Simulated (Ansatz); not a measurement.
The starting structures come from a database of crystals and need not be the phases stable at ambient conditions.

Inside the gap of an insulator the Bloch states are evanescent, with a wavenumber k + iκ along the transport direction.

Input:

```xyz
12
Lattice="6.1940 0.0000 0.0000 -2.3647 8.2903 0.0000 2.3647 -3.8047 4.1311" Properties=species:S:1:pos:R:3 pbc="T T T"
As    -1.2198     7.1376     0.1174
As     7.4138    -2.6520     4.0137
As     1.9522     2.2651     0.9071
As     4.2419     2.2205     3.2240
As     5.8549     0.3778     2.9307
As     0.3391     4.1078     1.2005
As     3.4361     5.1946     2.2014
As     2.7579    -0.7090     1.9298
Ir     1.9350     1.2051     3.1882
Ir     4.2590     3.2805     0.9429
Ir     1.1620     5.5193     3.0047
Ir     5.0320    -1.0337     1.1264
```

The cell is taken as given; by PBEsol it stands under a pressure of -2.4 GPa.

Transport runs along the normal of the first two printed cell vectors.

The gap is the functional's own. No spin-orbit coupling. Mid-gap values are those at the computed energy nearest the middle.

Q: Predict the band gap and the smallest decay constant κ at mid-gap from PBEsol (Ansatz, a program for electronic structure).

A: Gap 0.78 eV on a 6×8×8 mesh; κ = 0.113 1/Å, at (0.500, 0.250) of the in-plane reciprocal vectors. At the zone centre the slowest state has κ = 0.16 1/Å.
